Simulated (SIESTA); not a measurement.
SIESTA is run on KRb2BiF6 (Fm-3m, 10 atoms in the cell), and the run fails. The aim is a self-consistent single point with DFT, GGA PBEsol, numerical atomic orbitals DZP, PseudoDojo PBEsol standard norm-conserving potentials (rewritten from UPF to PSML).

Input:

```
SystemName  KRb2BiF6
SystemLabel krb2bif6

NumberOfAtoms                10
NumberOfSpecies              4
%block ChemicalSpeciesLabel
  1 37 Rb
  2 19 K
  3 83 Bi
  4 9 F
%endblock ChemicalSpeciesLabel
LatticeConstant              1.0 Ang
%block LatticeVectors
     0.000000000    4.667631000    4.667631000
     4.667631000    0.000000000    4.667631000
     4.667631000    4.667631000    0.000000000
%endblock LatticeVectors
AtomicCoordinatesFormat      Ang
%block AtomicCoordinatesAndAtomicSpecies
     2.333815500    2.333815500    2.333815500  1
     7.001446500    7.001446500    7.001446500  1
     4.667631000    4.667631000    4.667631000  2
     0.000000000    0.000000000    0.000000000  3
     2.342217236    4.667631000    4.667631000  4
     6.993044764    4.667631000    4.667631000  4
     4.667631000    2.342217236    4.667631000  4
     4.667631000    6.993044764    4.667631000  4
     4.667631000    4.667631000    2.342217236  4
     4.667631000    4.667631000    6.993044764  4
%endblock AtomicCoordinatesAndAtomicSpecies

XC.functional                GGA
XC.authors                   PBEsol
PAO.BasisSize                DZP
PAO.EnergyShift              0.01 Ry
MeshCutoff                   400 Ry
%block kgrid.MonkhorstPack
    4   0   0  0.0
    0   4   0  0.0
    0   0   4  0.0
%endblock kgrid.MonkhorstPack
OccupationFunction           MP
OccupationMPOrder            0
ElectronicTemperature        0.272 eV

MaxSCFIterations             3
SCF.MustConverge             false
SCF.Mixer.Method             Pulay
SCF.Mixer.Weight             0.1
SCF.Mixer.History            8
SCF.DM.Tolerance             1.0E-04
Diag.ParallelOverK           true
WriteForces                  true
```

Log, with long lists cut:

```
        iscf     Eharris(eV)        E_KS(eV)     FreeEng(eV)     dDmax    Ef(eV) dHmax(eV)
   scf:    1    -8519.716854    -8518.537096    -8518.537096  0.689975 -4.513437  9.104825
   scf:    2    -8523.429847    -8521.097805    -8521.097805  0.047752 -4.411171  7.311788
   scf:    3    -8525.194470    -8524.463928    -8524.463928  0.169066 -4.136175  1.111739
SCF_NOT_CONV: SCF did not converge  in maximum number of steps.
SCF_NOT_CONV: SCF did not converge  in maximum number of steps.
Geom step, scf iteration, dDmax, dHmax:    0     3      0.169066     0.081711
Geom step, scf iteration, dDmax, dHmax:    0     3      0.169066     0.081711

Using DM_out to compute the final energy and forces

   [... lines left out ...]
siesta: FreeEng =     -8524.463928
   [... lines left out ...]
siesta:      7    0.000015   -1.877354    0.000015
siesta:      8   -0.000015    1.877354   -0.000015
siesta:      9    0.000015    0.000015   -1.877354
siesta:     10   -0.000015   -0.000015    1.877354
siesta: ----------------------------------------
siesta:    Tot   -0.000000   -0.000000    0.000000

siesta: Stress tensor (static) (eV/Ang**3):
siesta:     0.005808   -0.000012   -0.000012
siesta:    -0.000012    0.005808   -0.000012
siesta:    -0.000012   -0.000012    0.005808

siesta: Cell volume =        203.385292 Ang**3

siesta: Pressure (static):
siesta:                Solid            Molecule  Units
siesta:          -0.00006326         -0.00053082  Ry/Bohr**3
siesta:          -0.00580823         -0.04873774  eV/Ang**3
siesta:          -9.30580551        -78.08646542  kBar
```

Question: Diagnose the run.

Answer: The fault is an iteration limit that is too low, with the stop on failure switched off. The program then goes on with a density that is not self-consistent. To fix it, raise the limit and let the run stop on failure. The run ended unconverged after 3 iterations.

An input that runs soundly differs in these lines (not the only fix; some lines may just follow from the change or write a value another way):
```diff
-MaxSCFIterations             3
-SCF.MustConverge             false
+MaxSCFIterations             150
```

With that input, the run converged in 12 iterations: free energy E − TS -8524.6264 eV; top of the valence band (on the code's own zero) -7.10 eV; gap on the k-point mesh 4.56 eV; pressure -0.84 GPa; largest force (vector length) 1.873 eV/Å (DFT, GGA PBEsol, numerical atomic orbitals DZP, PseudoDojo PBEsol standard norm-conserving potentials (rewritten from UPF to PSML)).

On the sound input: the starting cell was generated: these elements placed on a structure prototype, without a prior relaxation; it need not be a known phase or ordering of this composition. Spin-orbit coupling is off. Values carry the incompleteness of an atom-centred basis. The basis of the alkali or alkaline-earth atoms may lack their empty d shell, which can raise the gap. Forces in this geometry exceed 1 eV/Å.
